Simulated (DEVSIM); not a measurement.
System: Ru/HfO2/n-Ge capacitor, at 300 K.

Layer 1 from the left is HfO2, thickness (nm) 12.0. Layer 2 from the left is Ge, thickness (nm) 820, Nd (cm⁻³) 5.3e17.

Metal gate on the left, work function 4.7 eV. Fixed charge at the semiconductor interface 0 cm⁻² (in units of +e); no interface traps.

This is a model device: material constants are rounded textbook-type values typed into the input, and sizes, dopings and lifetimes were drawn at random. Values at 300 K.

HfO2: gap (eV) 5.7, affinity (eV) 2.5, permittivity 22. Ge: gap (eV) 0.664, affinity (eV) 4, permittivity 16, Nc (cm⁻³) 1.04e19, Nv (cm⁻³) 6e18.

DEVSIM, 1D Poisson equation in equilibrium, Boltzmann statistics, complete ionisation; no quantum confinement or tunnelling. Metal contacts follow the ideal Schottky-Mott rule: no Fermi-level pinning, no interface dipoles.

Question: What does the simulation give for the flat-band voltage, the threshold voltage (band bending 2φF), the minimum of the low-frequency capacitance?

Answer: flat-band voltage 0.62 V; threshold voltage (band bending 2φF) -0.12 V; minimum of the low-frequency capacitance 0.318 μF/cm².
